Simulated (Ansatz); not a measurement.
Defect migration in silicon: interstitial P, charge state +1. All values below come from PBE, PAW (plane waves to 420 eV; Ansatz, an electronic-structure program).

64-site cell at the relaxed PBE lattice, a 2×2×2 k-point mesh shifted by half a step, smearing 0.01 eV, spin-restricted, no finite-size correction. Static, classical nuclei. The charge state is imposed; whether it is stable for some Fermi level was not computed. Sites that were not tried may lie lower.

Barriers: single points on a 3×3×3 k-point mesh shifted by half a step at the bands' geometries.

The step: a direct jump of one P atom. Atoms about the jump, Cartesian Å from the middle of the jump, before and after:

```
atom     x0     y0     z0     x1     y1     z1
----  -----  -----  -----  -----  -----  -----
P1     0.00   0.68  -0.68   0.00  -0.68   0.68
Si2   -2.17  -0.01   0.01  -2.17   0.01  -0.01
Si3   -0.69   1.38   1.49  -0.69   1.49   1.38
Si4   -0.69  -1.49  -1.38  -0.69  -1.38  -1.49
Si5    2.18   1.38  -1.38   2.03   1.35  -1.34
Si6    2.03  -1.34   1.35   2.18  -1.38   1.38
Si7    0.70  -0.01  -2.86   0.70   0.01  -2.78
Si8    0.70  -2.78   0.01   0.70  -2.86  -0.01
Si9    0.70   2.86   0.01   0.70   2.78  -0.01
Si10   0.70  -0.01   2.78   0.70   0.01   2.86
```

Where do these atoms stand at the saddle point, and how high is it?


```json
[
 {"atom": "P1", "x": "-0.16", "y": "0.00", "z": "0.00"},
 {"atom": "Si2", "x": "-2.32", "y": "0.00", "z": "0.00"},
 {"atom": "Si3", "x": "-0.53", "y": "1.61", "z": "1.61"},
 {"atom": "Si4", "x": "-0.53", "y": "-1.61", "z": "-1.61"},
 {"atom": "Si5", "x": "2.04", "y": "1.37", "z": "-1.37"},
 {"atom": "Si6", "x": "2.04", "y": "-1.37", "z": "1.37"},
 {"atom": "Si7", "x": "0.74", "y": "-0.01", "z": "-2.82"},
 {"atom": "Si8", "x": "0.74", "y": "-2.82", "z": "-0.01"},
 {"atom": "Si9", "x": "0.74", "y": "2.82", "z": "0.01"},
 {"atom": "Si10", "x": "0.74", "y": "0.01", "z": "2.82"}
]
```
It lies 0.73 eV above the start and 0.73 eV above the end. The saddle point's order was not checked, and it lies on a symmetry element of the cell, where a band can be held.
